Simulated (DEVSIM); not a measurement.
Structure: Schottky contact on n-type Si, at 350 K.

```tsv
layer (left to right)	material	thickness (μm)	Nd (cm⁻³)	τn (s)	τp (s)
1	Si	3.20	4.2e16	6.8e-5	6.8e-5
2	Si	0.510	1.2e18	6.8e-5	6.8e-5
```

Left contact: Schottky, work function 4.69 eV, emission velocity 1.1e7 cm/s. Right contact: ohmic. Voltage is applied to the left contact. Recombination: SRH at mid-gap, Auger. Mobility is μmin + (μ − μmin)/(1 + (N/Nref)^α).

The device is made up for the run: typed textbook-type constants, with dimensions and the other settings drawn at random. Values at 300 K; Nc and Nv go as T^1.5, mobilities as T to minus their exponent, the gap by Varshni's rule with the affinity fixed.

```tsv
parameter	Si
gap (eV)	1.124
affinity (eV)	4.05
permittivity	11.7
Nc (cm⁻³)	2.86e19
Nv (cm⁻³)	3.1e19
μn (cm²/Vs)	1417
μp (cm²/Vs)	470
μn,min	52
μp,min	45
Nref,n	9.7e16
Nref,p	2.2e17
αn	0.68
αp	0.72
T exponent of μn	2.3
T exponent of μp	2.2
Cn (cm⁶/s)	2.8e-31
Cp (cm⁶/s)	9.9e-32
Varshni α (eV/K)	0.000473
Varshni β (K)	636
```

DEVSIM, 1D drift-diffusion, Boltzmann statistics, complete ionisation; no tunnelling, impact ionisation, image-force lowering or self-heating. Metal contacts follow the ideal Schottky-Mott rule: no Fermi-level pinning, no interface dipoles.

Base results: dark forward voltage at 100 A/cm² (V) 0.256; potential step across the device at zero bias (V) 0.537.

### Question
What follows from this one change: thickness of layer 1 3.2 → 0.64 μm?

### Answer
dark forward voltage at 100 A/cm² 0.256 → 0.249 V; potential step across the device at zero bias little changed (0.537 V).

### Question
What follows from this one change: doping Nd of layer 1 4.2e+16 → 1.3e+18 cm^-3?

### Answer
dark forward voltage at 100 A/cm² 0.256 → 0.243 V; potential step across the device at zero bias little changed (0.537 V).

### Question
What follows from this one change: metal work function 4.69 → 4.54 eV?

### Answer
dark forward voltage at 100 A/cm² 0.256 → 0.107 V; potential step across the device at zero bias 0.537 → 0.387 V.
